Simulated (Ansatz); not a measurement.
Here is the system:

```
GaSb
1.0
    0.00000     3.03833     3.03833
    3.03833     0.00000     3.03833
    3.03833     3.03833     0.00000
Ga Sb
1 1
Cartesian
  0.00000   0.00000   0.00000
  1.51916   1.51916   1.51916
```

Method: r2SCAN with spin-orbit coupling, rigid bands (plane waves, PAW; Ansatz, a first-principles code). Condition of this run: hydrostatic pressure of 0.9 GPa (compression positive) (the target of the relaxation). Geometry: cell and atoms relaxed with PBEsol, then loaded as said.

Q: What conductivity effective mass do dilute holes have at 300 K?

A: 0.28 mₑ.

Q: What conductivity effective mass do dilute electrons have at 300 K?

A: 0.056 mₑ.

Q: And the band gap?

A: 0.41 eV at this level; semilocal functionals usually fall short of the measured gap.

Rigid bands, one relaxation time for all states, no polarons. Geometry: cell and atoms relaxed with PBEsol.
